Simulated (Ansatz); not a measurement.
# GeSe (model structure, started from the WC type, P-6m2, No. 187, 2 atoms in the cell)

Level of theory: PBEsol (PAW; Ansatz, a quantum-chemistry and plane-wave program).

Settings: plane-wave cutoff 500 eV, 12×12×12 k mesh, Fermi–Dirac smearing 0.05 eV, scalar-relativistic PAW data made under PBE.

Cell (relaxed at this level):

```cif
data_GeSe
_chemical_formula_sum 'Ge1 Se1'
_space_group_name_H-M_alt 'P-6m2'
_space_group_IT_number 187
_space_group_name_Hall 'P -6 2'
_cell_length_a 3.69542
_cell_length_b 3.69542
_cell_length_c 3.63550
_cell_angle_alpha 90.000
_cell_angle_beta 90.000
_cell_angle_gamma 120.000
loop_
_atom_site_label
_atom_site_type_symbol
_atom_site_symmetry_multiplicity
_atom_site_Wyckoff_symbol
_atom_site_fract_x
_atom_site_fract_y
_atom_site_fract_z
_atom_site_occupancy
Ge1 Ge 1 a 0.00000 0.00000 0.00000 1
Se1 Se 1 f 0.66667 0.33333 0.50000 1
```

```json
{
 "band_gap": "zero (no gap)"
}
```

Note: the relaxation could raise the start's symmetry but not lower it, so the cell can be a saddle point.

Spin–orbit coupling is not included.

Static lattice: no zero-point or thermal effects.

Cost on a shared machine: around 70 core-seconds (rough).

A model structure was made by putting elements into a prototype or built by hand; it is no filed structure, need not be a known phase, and can be a saddle point held by its symmetry.
